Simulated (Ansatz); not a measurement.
## Migration barriers: Sn-vacancy pair in fcc Cu, neutral cell

Defect: Sn-vacancy pair (Sn on one host Cu site, one Cu site vacant) in fcc Cu, neutral cell. All values below come from PBE, PAW (plane waves to 420 eV; Ansatz, a first-principles code).

Cell of 32 host sites held at the relaxed PBE lattice; a 2×2×2 k-point mesh shifted by half a step; Fermi-Dirac width 0.10 eV, spin-restricted; finite-size errors left in. Static, classical nuclei. Forms of the defect that were not tried may lie lower.

Barriers: single points on a 4×4×4 k-point mesh shifted by half a step at the bands' geometries (they differ from the bands' own by up to 0.07 eV, and are uncertain by about as much).

| Route | Start site over the lowest site run (eV) | Hop (Å) | Forward barrier (eV) | Backward barrier (eV) | Neighbours at the start | Neighbours at the saddle | Saddle order | Forward, on the band's own sampling (eV) |
|---|---|---|---|---|---|---|---|---|
| direct exchange of Sn with the vacancy (Sn-vacancy distance between ideal sites 2.57 Å throughout) | 0.00 | 2.11 | 0.41 | 0.41 | 4 Cu at 2.58, 2 Cu at 2.64, 4 Cu at 2.73, Cu at 2.80 Å | 4 Cu at 2.50, 4 Cu at 2.85 Å | not checked, on a symmetry element | 0.34 |

Paths come from CI-NEB runs.  A band can be held on a symmetry element, so unchecked saddle points there may be too high.
